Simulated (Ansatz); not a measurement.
The starting structures come from a database of crystals and need not be the phases stable at ambient conditions.

# Evanescent states of K$_{2}$TiCl$_{6}$ (Fm-3m, not sure to be the ambient phase, 9 atoms a cell, 26.2 Å³ an atom) along the normal of (110)

These are r2SCAN (plane waves, PAW; Ansatz, a first-principles code) values and carry that method's errors.

The gap is the functional's own, uncorrected, and κ follows it; spin-orbit coupling is left out. Mid-gap values are interpolated between the computed energies.

Energies count from the valence-band top; κ is the least over a 6×4 mesh across the current.

```tsv
E (eV)	κ (1/Å)	where
0.06	0.123	Γ
0.18	0.206	Γ
0.30	0.245	Γ
0.42	0.261	Γ
0.54	0.274	Γ
0.66	0.285	Γ
0.78	0.295	Γ
0.90	0.302	Γ
1.02	0.308	Γ
1.14	0.313	Γ
1.26	0.316	Γ
1.38	0.317	Γ
1.50	0.317	Γ
1.62	0.314	Γ
1.74	0.309	Γ
1.86	0.300	Γ
1.98	0.285	Γ
2.10	0.261	Γ
2.22	0.220	Γ
2.34	0.128	Γ
```

Problem. How thick must the barrier be to attenuate the transmission by 10^4 when the electrodes' Fermi level lies at 1.50 eV, and what attenuation does that film give at 0.30 eV?

Solution. d = 4 ln 10 / (2 × 0.317) = 14.5 Å. At 0.30 eV it gives 4 × 0.245/0.317 = 3.1 decades.
